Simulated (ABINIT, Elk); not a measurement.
An ABINIT input for a self-consistent single point of HfH2 (I4/mmm, 3 atoms in the cell) (DFT, PBEsol, plane waves, PAW (JTH v2.0 PBE PAW, files made for PBE)):

```
# HfH2, JTH v2.0 PBE PAW
pp_dirpath "./"
pseudos "Hf.GGA_PBE-JTH.xml, H.GGA_PBE-JTH.xml"
acell 3*1.0
rprim
        -3.2051474724    3.2051474724    3.9720229003
         3.2051474724   -3.2051474724    3.9720229003
         3.2051474724    3.2051474724   -3.9720229003
natom 3
ntypat 2
znucl 72 1
typat 1 2 2
xred
         0.0000000000    0.0000000000    0.0000000000
         0.2500000000    0.7500000000    0.5000000000
         0.7500000000    0.2500000000    0.5000000000
ecut 30
pawecutdg 60
pawxcdev 0
ixc -116133
occopt 7
tsmear 0.00499791
nband 12
kptopt 1
ngkpt 9 9 9
nshiftk 1
shiftk 0 0 0
nstep 50
tolvrs 1.0e-11
prtwf 0
prtden 0
enunit 1
```

Question: Translate this input to Elk.

Answer: This is the input that was run; spellings and numerical settings could be chosen otherwise.

```
tasks
  0

xctype
  22

tforce
  .true.

rgkmax
  8.0

gmaxvr
  18.0

lmaxapw
  10

lmaxo
  8

nxlo
  2

lorbcnd
  .true.

lradstp
  2

nrmtscf
  2.0

rmtscf
  0.86

lmaxi
  4

stype
  0

swidth
  0.00499791

scale
  6.026848808

avec
   -0.5318114946    0.5318114946    0.6590546779
    0.5318114946   -0.5318114946    0.6590546779
    0.5318114946    0.5318114946   -0.6590546779

atoms
  2   : nspecies
  'Hf.in'   : spfname
  1   : natoms; atposl, bfcmt below
  0.0000000000  0.0000000000  0.0000000000    0.0 0.0 0.0
  'H.in'   : spfname
  2   : natoms; atposl, bfcmt below
  0.2500000000  0.7500000000  0.5000000000    0.0 0.0 0.0
  0.7500000000  0.2500000000  0.5000000000    0.0 0.0 0.0

ngridk
  9 9 9
```

Basis, cutoffs, solver keys and any potentials are the target program's own. This input uses DFT, PBEsol, all-electron FP-LAPW, Elk's shipped species files, APW+lo basis with extra local orbitals.

The starting cell comes from a database of computed structures (which also holds hypothetical and non-ambient phases and stackings), without a prior relaxation at this level. For this run, on top of that: lattice scaled by 0.98.
